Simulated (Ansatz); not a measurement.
Phonon-limited resistivity of W (Im-3m) against temperature in μΩ·cm, PBEsol, DFPT electron-phonon coupling, linearised Boltzmann equation run with Ansatz (a first-principles code), harmonic crystal at a fixed cell.

```json
[
 {"T": "50 K", "ρ": "0.147"},
 {"T": "77 K", "ρ": "?"},
 {"T": "100 K", "ρ": "1.07"},
 {"T": "150 K", "ρ": "?"},
 {"T": "200 K", "ρ": "?"},
 {"T": "250 K", "ρ": "4.2"},
 {"T": "273 K", "ρ": "4.6"},
 {"T": "300 K", "ρ": "5.1"},
 {"T": "350 K", "ρ": "6.0"},
 {"T": "400 K", "ρ": "7.0"},
 {"T": "500 K", "ρ": "8.8"},
 {"T": "600 K", "ρ": "10.6"},
 {"T": "800 K", "ρ": "14.2"}
]
```

Q: Complete the blanks.

A: 
- 77 K, ρ: 0.59
- 150 K, ρ: 2.2
- 200 K, ρ: 3.2

A metal at this level (no band gap). Only scattering by harmonic phonons is included (no impurities, grain boundaries, electron-electron scattering or thermal expansion). Spin-orbit coupling is left out, which matters with elements this heavy. The squared frequency of the phonon mode least converged on the k mesh is uncertain by 20 %. The run warned that the eigensolver left some states short of its tolerance. Halving the electron mesh (36x36x36) moves the resistivity by up to 14 %. Smearing 0.20 eV; phonons on a 6x6x6 q mesh, which this run doesn't test and which matters most at low temperature.
